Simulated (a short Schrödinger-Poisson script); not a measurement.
System: MOS inversion layer, SiO2 on p-type Si(100), at 300 K.

From the gate side: 3.6 nm SiO2; 650 nm Si, acceptors 4.3e17 cm⁻³.

The device is made up for the run: typed textbook-type constants, with dimensions and the other settings drawn at random. SiO2: permittivity 3.9, conduction-band edge (eV) 3.15, gap (eV) 9, electron mass (mₑ) 0.5. Si: permittivity 11.7, conduction-band edge (eV) 0, gap (eV) 1.124, Nv at 300 K (cm⁻³) 3.1e19.

Channel valleys (confinement mass, in-plane density-of-states mass, number): Δ2 0.916, 0.19, 2; Δ4 0.19, 0.417, 4. At the gate the conduction-band edge of layer 1 lies 3.47 eV − eVg above the Fermi level of the channel; the field vanishes at the back. Gaps are held at their typed values at every temperature. Mesh 0.03 nm at interfaces.

From a short Schrödinger-Poisson script (our own, NumPy): 1D Poisson equation in equilibrium, electrons quantum, Hartree (BenDaniel-Duke, 12 states a valley, the channel's in-plane mass for all, wave functions ending at the dielectric), parabolic valleys, classical holes, full ionisation, no traps, pinning or gate leakage.

| Vg (V) | electrons (cm⁻²) | C (μF/cm²) | Δ2 E0 (meV from the Fermi level) | Δ4 E0 (meV from the Fermi level) |
|---|---|---|---|---|
| 0.6 | 6.62e9 | 0.191 | 178.3 | 235.4 |
| 0.75 | 2.09e11 | 0.536 | 87.6 | 147.9 |
| 0.9 | 7.81e11 | 0.724 | 51.3 | 115.5 |
| 1.05 | 1.47e12 | 0.780 | 32.6 | 100.6 |
| 1.2 | 2.21e12 | 0.806 | 19.7 | 91.4 |
| 1.35 | 2.97e12 | 0.822 | 9.6 | 84.9 |
| 1.5 | 3.74e12 | 0.832 | 1.2 | 79.8 |
| 1.65 | 4.52e12 | 0.840 | -6.2 | 75.7 |
| 1.8 | 5.31e12 | 0.846 | -12.8 | 72.2 |
| 1.95 | 6.10e12 | 0.850 | -19.0 | 69.2 |
| 2.1 | 6.90e12 | 0.854 | -24.7 | 66.4 |
| 2.25 | 7.70e12 | 0.857 | -30.2 | 63.9 |
| 2.4 | 8.50e12 | 0.860 | -35.4 | 61.6 |
| 2.55 | 9.30e12 | 0.862 | -40.4 | 59.5 |
| 2.7 | 1.01e13 | 0.865 | -45.2 | 57.5 |
| 2.85 | 1.09e13 | 0.866 | -49.9 | 55.6 |

Gate voltages with under 1e9 electrons/cm² are left out.

**Question.** At Vg = 2.85 V the lowest Δ2 subband lies at -49.9 meV from the Fermi level. How many electrons does it hold, and what share of all?

**Answer.** The two-dimensional density of states is g m/(πħ²) = 1.59e11 cm⁻² meV⁻¹ (both spins), kT = 25.9 meV, so n = D kT ln(1 + exp(−E/kT)) = 8.48e12 cm⁻², 0.78 of the 1.09e13 cm⁻² in all.

**Question.** Compare the slope of the sheet density between 2.55 and 2.85 V with the geometric capacitance of the layers between gate and channel.

**Answer.** q Δn/ΔV = 0.854 μF/cm²; ε0/Σ(t/ε) = 0.959 μF/cm². The ratio is 0.89: the channel acts as a further capacitance in series.
